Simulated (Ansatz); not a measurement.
The reference is Ag in the fcc (Cu type) structure (space group Fm-3m, No. 225; a = 4.055 Å). Axes: x, y, z lie along the cube axes.

Calculations: Ansatz (a program for electronic structure) PBEsol, no spin-orbit coupling, earlier PAW set.

For the base:

```
Quantity                        Result
-----------------------------  -------
Shortest interatomic distance  2.867 Å
Band gap                          zero
```

The change: a free-standing slab of 4 layers (4 atoms, 1 a layer) is cut normal to [111], with 15 Å of vacuum and the in-plane cell held at bulk.

Q: What happens to the excess energy per area of both faces?

A: The excess energy per area of both faces (slab less bulk energy over the cell's area: twice a surface energy) comes out as 2.1 J/m² (uncertain by up to 0.09 J/m²).

Q: What happens to the shortest interatomic distance?

A: The shortest interatomic distance shrinks by 0.009 Å (2.867 Å → 2.858 Å).

Q: Predict the new band gap.

A: The band gap stays zero.

Q: How does this affect the change of the spacing d12 from its bulk value of 2.341 Å?

A: The change of the spacing d12 from its bulk value of 2.341 Å comes out as -0.5 %.

Q: What does the calculation give for the change of the spacing d23 from its bulk value of 2.341 Å after the change?

A: The change of the spacing d23 from its bulk value of 2.341 Å is -0.4 %.

Slab and bulk use different k-meshes, which limits the precision of the excess energy. Stability against distortions was not tested.
